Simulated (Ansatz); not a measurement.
# How the enthalpy of formation of MoGe2 (model structure, started from the fluorite type, Fm-3m, No. 225, 3 atoms in the cell) moves with the method

No measured value is used here.

```csv
level (code),value (eV/atom)
PBE (Ansatz),0.473
PBEsol (Ansatz),0.444
PBE-D3(BJ) (Ansatz),0.469
```

Each level is taken at its own relaxed cell. Ansatz's density-functional and Hartree–Fock values are scalar-relativistic unless marked +SOC, with PAW data made under PBE.

A model structure was made by putting elements into a prototype or built by hand; it is no filed structure, need not be a known phase, and can be a saddle point held by its symmetry.

Ansatz is an electronic-structure program.
